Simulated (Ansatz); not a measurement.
The starting structures come from a database of crystals and need not be the phases stable at ambient conditions.

By PBEsol, the system below comes out a metal.

The ballistic (Sharvin) conductance counts the channels at the Fermi level: G/A = (e²/h) × channels of both spins per area.

Given:

```xyz
8
Lattice="3.8946 0.0000 0.0000 0.0000 4.0239 0.0000 0.0000 2.0120 10.5363" Properties=species:S:1:pos:R:3 pbc="T T T"
Y      2.9209     2.0120     1.7676
Y      0.9736     4.0239     8.7687
Ge     2.9209     4.0239     4.0118
Ge     0.9736     2.0120     6.5245
Ge     0.9736     4.0239     0.7970
Ge     2.9209     2.0120     9.7393
Ge     0.9736     2.0120     4.0563
Ge     2.9209     4.0239     6.4800
```

Space group of this cell: Cmcm. The cell is taken as given; by PBEsol its mean pressure is -2.1 GPa.

The current flows along the normal of the first two printed cell vectors. No spin-orbit coupling; the value is a mean over 0.1 eV about the Fermi level.

State the ballistic conductance per area according to PBEsol (Ansatz, a quantum-chemistry and plane-wave program).

0.26 × 10¹⁵ S/m² for both spins.
